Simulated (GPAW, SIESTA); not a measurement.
A GPAW input for a self-consistent single point of PtAl₂ (Fm-3m, 3 atoms in the cell) (DFT PBE, plane waves, GPAW PAW datasets PBE (gpaw-data 1.0.1)):

```python
from ase import Atoms
from ase.units import GPa
from gpaw import GPAW, PW, FermiDirac

atoms = Atoms(['Al', 'Al', 'Pt'],
              cell=[[0.000000, 2.885185, 2.885185],
                    [2.885185, 0.000000, 2.885185],
                    [2.885185, 2.885185, 0.000000]],
              scaled_positions=[[0.250000, 0.250000, 0.250000],
                                [0.750000, 0.750000, 0.750000],
                                [0.000000, 0.000000, 0.000000]],
              pbc=True)

calc = GPAW(mode=PW(550),
            xc='PBE',
            kpts={'size': (8, 8, 8), 'gamma': True},
            occupations=FermiDirac(0.136),
            nbands=-7,
            convergence={'density': 1e-05},
            symmetry={'symmorphic': False, 'tolerance': 0.0005},
            maxiter=120)

atoms.calc = calc

energy = atoms.get_potential_energy()
print('Energy (eV):', round(energy, 6))
forces = atoms.get_forces()
print('Forces (eV/Ang):')
print(forces.round(5))
stress = atoms.get_stress()
print('Stress (GPa, Voigt):', (stress / GPa).round(4))
```

Problem. Translate this input to SIESTA.

Solution. This is the input that was run; spellings and numerical settings could be chosen otherwise.

```
# files in the folder: Al.psml Pt.psml (PseudoDojo PBE standard)
SystemName  PtAl2
SystemLabel ptal2

NumberOfAtoms                3
NumberOfSpecies              2
%block ChemicalSpeciesLabel
  1 13 Al
  2 78 Pt
%endblock ChemicalSpeciesLabel
LatticeConstant              4.080268 Ang
%block LatticeVectors
     0.000000000    0.707106739    0.707106739
     0.707106739    0.000000000    0.707106739
     0.707106739    0.707106739    0.000000000
%endblock LatticeVectors
AtomicCoordinatesFormat      Ang
%block AtomicCoordinatesAndAtomicSpecies
     1.442592500    1.442592500    1.442592500  1
     4.327777500    4.327777500    4.327777500  1
     0.000000000    0.000000000    0.000000000  2
%endblock AtomicCoordinatesAndAtomicSpecies

XC.functional                GGA
XC.authors                   PBE
PAO.BasisSize                DZP
PAO.EnergyShift              0.005 Ry
MeshCutoff                   300 Ry
%block kgrid.MonkhorstPack
    8   0   0  0.0
    0   8   0  0.0
    0   0   8  0.0
%endblock kgrid.MonkhorstPack
OccupationFunction           FD
ElectronicTemperature        136.0 meV

MaxSCFIterations             150
SCF.Mixer.Method             Pulay
SCF.Mixer.Weight             0.2
SCF.Mixer.History            6
SCF.DM.Tolerance             1.0E-04
Diag.ParallelOverK           true
WriteForces                  true
```

Basis settings and potentials, where a program has them, do not carry over. This input uses DFT, GGA PBE, numerical atomic orbitals DZP, PseudoDojo PBE standard norm-conserving potentials (rewritten from UPF to PSML). Both were run: pressure 14.85 GPa in GPAW and 15.27 in SIESTA.

On GPAW: the starting cell has typed, rounded lattice constants, without a prior relaxation at this level. Its lattice was rescaled by a random factor within 2.5 % of one. For this run, on top of that: lattice scaled by 0.98. Spin polarisation is off. With a pressure of about 15 GPa the cell is away from its equilibrium volume at this level.

On SIESTA: the starting cell has typed, rounded lattice constants, without a prior relaxation at this level. Its lattice was rescaled by a random factor within 2.5 % of one. For this run, on top of that: lattice scaled by 0.98. Spin polarisation is off. Values carry the incompleteness of an atom-centred basis. With a pressure of about 15 GPa the cell is away from its equilibrium volume at this level.
